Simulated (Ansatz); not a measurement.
The starting structures come from a database of crystals and need not be the phases stable at ambient conditions.

The decay constant κ of evanescent states in the gap governs leakage through a thin film.

Input:

```xyz
24
Lattice="4.4747 0.0000 0.0000 0.0000 4.7596 0.0000 0.0000 0.0000 11.2854" Properties=species:S:1:pos:R:3 pbc="T T T"
Ta     2.2373     3.5697     3.7448
Ta     2.2373     1.1899     7.5406
Ta     0.0000     1.1899     1.8979
Ta     0.0000     3.5697     9.3875
Al     2.2373     3.5697     0.7319
Al     2.2373     1.1899    10.5535
Al     0.0000     1.1899     4.9108
Al     0.0000     3.5697     6.3746
O      1.1972     2.0145     0.6455
O      3.2774     2.7451    10.6399
O      1.0401     4.3943     4.9972
O      3.4346     0.3653     6.2882
O      3.4346     2.7451     4.9972
O      1.0401     2.0145     6.2882
O      3.2774     0.3653     0.6455
O      1.1972     4.3943    10.6399
O      1.0102     4.3725     7.7528
O      3.4645     0.3871     3.5326
O      1.2272     1.9927     9.1753
O      3.2475     2.7670     2.1101
O      3.2475     0.3871     9.1753
O      1.2272     4.3725     2.1101
O      3.4645     2.7670     7.7528
O      1.0102     1.9927     3.5326
```

Space group of this cell: Pbcn. The cell is taken as given.

Transport runs along the normal of the first two printed cell vectors.

The gap is the functional's own, uncorrected, and κ follows it; spin-orbit coupling is left out. Mid-gap values are interpolated between the computed energies.

### Question
Compute, with Ansatz (a first-principles code) with PBEsol, the band gap and the smallest decay constant κ at mid-gap.

### Answer
Gap 3.35 eV on a 8×6×4 mesh; κ = 0.389 1/Å, at the zone centre.
